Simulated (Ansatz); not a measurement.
The starting structures come from a database of crystals and need not be the phases stable at ambient conditions.

 Where the default PAW files enter, the runs use the earlier of Ansatz's two default sets.

The decay constant κ of evanescent states in the gap governs leakage through a thin film.

Input:

```yaml
crystal:
  lattice:
    - [5.70821, 0.00000, 0.00000]
    - [0.00459, 5.78376, 0.00000]
    - [-2.85181, 2.89188, 6.36598]
  atoms:
    - { symbol: Ba, position: [0.37630, 0.87370, 0.25260] }
    - { symbol: Ba, position: [0.62370, 0.12630, 0.74740] }
    - { symbol: W, position: [0.87104, 0.37896, 0.24208] }
    - { symbol: W, position: [0.12896, 0.62104, 0.75792] }
    - { symbol: O, position: [0.82259, 0.83546, 0.59696] }
    - { symbol: O, position: [0.17741, 0.16454, 0.40304] }
    - { symbol: O, position: [0.27437, 0.56758, 0.59696] }
    - { symbol: O, position: [0.72563, 0.43242, 0.40304] }
    - { symbol: O, position: [0.93355, 0.68278, 0.08618] }
    - { symbol: O, position: [0.06645, 0.31722, 0.91382] }
    - { symbol: O, position: [0.65263, 0.23104, 0.08618] }
    - { symbol: O, position: [0.34737, 0.76896, 0.91382] }
```

Space group of this cell: C2/c. The cell is taken as given; by r2SCAN its mean pressure is -7.8 GPa.

Transport runs along the normal of the first two printed cell vectors.

No gap correction and no spin-orbit coupling; mid-gap values are interpolated between computed energies.

Problem. Predict the band gap and the smallest decay constant κ at mid-gap from r2SCAN (Ansatz, a first-principles code).

Solution. Gap 4.79 eV on a 6×6×6 mesh; κ = 0.569 1/Å, at the zone centre.
